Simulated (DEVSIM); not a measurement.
System: illuminated Si n-on-p cell, one wavelength, with a back-surface field, at 300 K.

Layer 1 from the left is Si, thickness (μm) 0.600, Nd (cm⁻³) 6.4e18, τn (s) 2.7e-5, τp (s) 1.6e-5, absorption coefficient (cm⁻¹) 39000. Layer 2 from the left is Si, thickness (μm) 100, Na (cm⁻³) 1.3e17, τn (s) 3.1e-5, τp (s) 3.1e-5, absorption coefficient (cm⁻¹) 39000. Layer 3 from the left is Si, thickness (μm) 1.60, Na (cm⁻³) 3.1e18, τn (s) 3.1e-5, τp (s) 3.1e-5, absorption coefficient (cm⁻¹) 39000.

Left contact: ohmic, minority hole recombination velocity 20000 cm/s. Right contact: ohmic, minority electron recombination velocity 6e5 cm/s. Voltage is applied to the left contact. Recombination: SRH at mid-gap, radiative, Auger. Gap narrowing is on: ΔEg = 6.92 meV × (l + √(l² + 0.5)), l = ln(N/1.3e17 cm⁻³), shared equally by both band edges. Light enters at the left, 2.1e17 photons cm⁻² s⁻¹, one pass, no reflection. Mobility is μmin + (μ − μmin)/(1 + (N/Nref)^α).

Constants are typed, rounded textbook-type inputs, not results; the design itself was drawn at random and stands for no fabricated device. Values at 300 K.

Si: gap (eV) 1.124, affinity (eV) 4.05, permittivity 11.7, Nc (cm⁻³) 2.86e19, Nv (cm⁻³) 3.1e19, μn (cm²/Vs) 1417, μp (cm²/Vs) 470, μn,min 52, μp,min 45, Nref,n 9.7e16, Nref,p 2.2e17, αn 0.68, αp 0.72, B (cm³/s) 4.7e-15, Cn (cm⁶/s) 2.8e-31, Cp (cm⁶/s) 9.9e-32.

DEVSIM, 1D drift-diffusion, Boltzmann statistics, complete ionisation; no tunnelling, impact ionisation, image-force lowering or self-heating.

Dark forward current:

```
|V| (V)  |J| (A/cm²)
-------  -----------
0.10       1.586e-10
0.15       5.733e-10
0.20        2.375e-9
0.25        1.192e-8
0.30        6.991e-8
0.35        4.489e-7
0.40        3.009e-6
0.45        2.054e-5
0.50       0.0001414
0.55       0.0009756
0.60        0.006741
0.65         0.04655
0.70          0.3192
0.75           2.091
0.80           11.29
0.85           42.49
0.90           115.3
0.95           248.6
1.00           455.3
1.05           741.0
1.10            1106
1.15            1548
1.20            2060
```

### Question
Work out the local ideality factor n = ΔV / (kT/q · ln(J2/J1)) between the rows 0.15 and 0.20 V, 0.55 and 0.60 V, 1.15 and 1.20 V.

### Answer
kT/q = 25.85 mV. From 0.15 to 0.20 V: ln(2.375e-9/5.733e-10) = 1.421, n = 1.36. From 0.55 to 0.60 V: ln(0.006741/0.0009756) = 1.933, n = 1.00, near the 1 of diffusion or emission over a barrier. From 1.15 to 1.20 V: ln(2060/1548) = 0.286, n = 6.77.

### Question
What current could the absorbed light give at most, and what share is collected?

### Answer
Σ αd = 399, so qΦ(1 − exp(−Σ αd)) = 33.6 mA/cm². The simulated short-circuit current is 25.88 mA/cm², a share of 0.77.

### Question
Estimate the open-circuit voltage by superposition: the voltage at which the dark current equals that short-circuit current.

### Answer
Interpolating ln J in the table gives 0.635 V. The simulation gives 0.635 V, the same within the digits that matter. Superposition holds where collection doesn't change with voltage.

### Question
Estimate the fill factor from FF0 = (v − ln(v + 0.72))/(v + 1), v = qVoc/(nkT), with n from the dark curve.

### Answer
The rows about Voc, 0.60 and 0.65 V, give n = 1.00, so v = 24.5 and FF0 = 0.834. The simulation gives 0.835, the same within the digits that matter.
